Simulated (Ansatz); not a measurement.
C (model structure, Cmmm, No. 65, 8 atoms in the cell), treated with r²SCAN in Ansatz (PAW).

Settings: plane-wave cutoff 560 eV, 10×10×14 k mesh (along the axes of the cell as run), Fermi–Dirac smearing 0.01 eV, scalar-relativistic PAW data made under PBE.

Cell (relaxed at this level):

```yaml
crystal:
  lattice:
    - [2.12050, -4.36927, 0.00000]
    - [2.12050, 4.36927, 0.00000]
    - [0.00000, 0.00000, 2.50460]
  atoms:
    - { symbol: C, position: [0.40473, 0.22633, 0.00000] }
    - { symbol: C, position: [0.59527, 0.77367, 0.00000] }
    - { symbol: C, position: [0.22633, 0.40473, 0.00000] }
    - { symbol: C, position: [0.77367, 0.59527, 0.00000] }
    - { symbol: C, position: [0.01866, 0.35183, 0.50000] }
    - { symbol: C, position: [0.98134, 0.64817, 0.50000] }
    - { symbol: C, position: [0.35183, 0.01866, 0.50000] }
    - { symbol: C, position: [0.64817, 0.98134, 0.50000] }
```

### Question
Give the computed band gap, smallest direct gap on the k points sampled and Γ–Γ gap.

### Answer

- band gap: 3.57 eV (indirect)
- smallest direct gap on the k points sampled: 5.31 eV
- Γ–Γ gap: 6.15 eV

Note: the relaxation could raise the start's symmetry but not lower it, so the cell can be a saddle point.

Static lattice: no zero-point or thermal effects.

It cost around 60 core-seconds (rough) of CPU time.

A model structure was made by putting elements into a prototype or built by hand; it is no filed structure, need not be a known phase, and can be a saddle point held by its symmetry.

Ansatz is an electronic-structure program.
